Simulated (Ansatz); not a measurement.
System: interstitial As in silicon strained by -1.5 % along x and y, z held (charge state +1). Level of theory: PBE, PAW (plane waves to 420 eV; Ansatz, a quantum-chemistry and plane-wave program).

64-site cell at the strained lattice (strain from the relaxed PBE one, atoms relaxed), a 2×2×2 k-point mesh shifted by half a step, smearing 0.01 eV, spin-restricted, no finite-size correction. Static, classical nuclei. The charge state is imposed; whether it is stable for some Fermi level was not computed. Sites that were not tried may lie lower. The start lies 0.13 eV above the lowest site run (PBE).

Barriers: single points on a 3×3×3 k-point mesh shifted by half a step at the bands' geometries.

The step: a concerted move, in which Si travels most. Atoms about the jump, Cartesian Å from the middle of the jump, before and after:

```tsv
atom	x0	y0	z0	x1	y1	z1
Si1	-0.44	0.39	-0.46	0.44	-0.39	0.46
Si2	-1.82	-0.82	0.95	-1.79	-0.86	0.95
As3	0.29	2.59	-1.19	0.25	1.34	-1.28
Si4	0.96	-0.82	-1.88	1.08	-0.86	-2.04
Si5	1.01	1.87	1.02	1.09	2.08	0.95
Si6	-0.39	-2.13	2.25	-0.47	-2.23	2.33
```

Task: Give the saddle-point geometry and the barrier.

Result: 
```csv
atom,x,y,z
Si1,-0.04,-0.07,-0.12
Si2,-1.85,-0.86,1.00
As3,0.16,1.84,-1.33
Si4,1.15,-1.02,-1.87
Si5,1.03,2.02,0.97
Si6,-0.39,-2.16,2.26
```
It lies 0.21 eV above the start and 0.35 eV above the end. The saddle point's order was not checked.
